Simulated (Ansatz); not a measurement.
**Effect of biaxial strain −2.00 %, plane normal [001], relaxed out of plane on Rh**

Base system: Rh in the fcc (Cu type) structure (space group Fm-3m, No. 225; a = 3.802 Å; relaxed with 0.1 eV smearing). Axes: x, y, z lie along the cube axes.

One thing is altered: compressive biaxial strain of 2.00 % in the plane normal to [001], as in epitaxy on a mismatched substrate; the out-of-plane cell vector and the atoms relax.

Level of theory: r2SCAN (Ansatz, a quantum-chemistry and plane-wave program, PAW, no spin-orbit coupling). k-mesh 30×30×30 (Γ-centred); smearing 0.1 eV (Fermi–Dirac).

The volume per atom shrinks by 0.30 Å³ (13.73 Å³ → 13.43 Å³) and the space group changes from Fm-3m (No. 225) to I4/mmm (No. 139). The shortest interatomic distance drops by 0.054 Å (2.688 Å → 2.634 Å) and the energy goes up by 17 meV/atom. The pressure (mean of the normal stresses, compression positive) goes from zero to 6.9 GPa and the band gap is still zero. The out-of-plane strain comes out as +1.83 % and the ratio −ε⊥/ε∥ amounts to 0.91. The mean in-plane stress (compression positive) amounts to +10.3 GPa.

Final structure (turned so that z lies along the plane normal):

```yaml
crystal:
  lattice:
    - [2.63433, 0.00000, 0.00000]
    - [0.00000, 2.63433, 0.00000]
    - [1.31717, -1.31717, 1.93555]
  atoms:
    - { symbol: Rh, position: [0.00000, 0.00000, 0.00000] }
```

No phonon test of stability was made. The final runs are not spin-polarised.
